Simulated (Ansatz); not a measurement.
The starting structures come from a database of crystals and need not be the phases stable at ambient conditions.

 Where the default PAW files enter, the runs use the earlier of Ansatz's two default sets.

# Evanescent states of ScAlCO (P6_3mc, not sure to be the ambient phase, 8 atoms a cell, 11.6 Å³ an atom) along the normal of (001)

These are r2SCAN (plane waves, PAW; Ansatz, an electronic-structure program) values and carry that method's errors.

No gap correction and no spin-orbit coupling; mid-gap values are interpolated between computed energies.

Energies count from the valence-band top; κ is the least over a 12×12 mesh across the current.

| E (eV) | κ (1/Å) | where |
|---|---|---|
| 0.04 | 0.191 | Γ |
| 0.14 | 0.270 | Γ |
| 0.23 | 0.276 | Γ |
| 0.32 | 0.282 | Γ |
| 0.41 | 0.287 | Γ |
| 0.49 | 0.292 | Γ |
| 0.58 | 0.296 | Γ |
| 0.68 | 0.300 | Γ |
| 0.77 | 0.304 | Γ |
| 0.85 | 0.307 | Γ |
| 0.94 | 0.310 | Γ |
| 1.03 | 0.312 | Γ |
| 1.12 | 0.314 | Γ |
| 1.22 | 0.311 | off Γ |
| 1.30 | 0.272 | off Γ |
| 1.40 | 0.215 | off Γ |
| 1.49 | 0.097 | off Γ |

### Question
How thick must the barrier be to attenuate the transmission by 10^6 when the electrodes' Fermi level lies at 0.04 eV, and what attenuation does that film give at 0.41 eV?

### Answer
d = 6 ln 10 / (2 × 0.191) = 36.2 Å. At 0.41 eV it gives 6 × 0.287/0.191 = 9.0 decades.
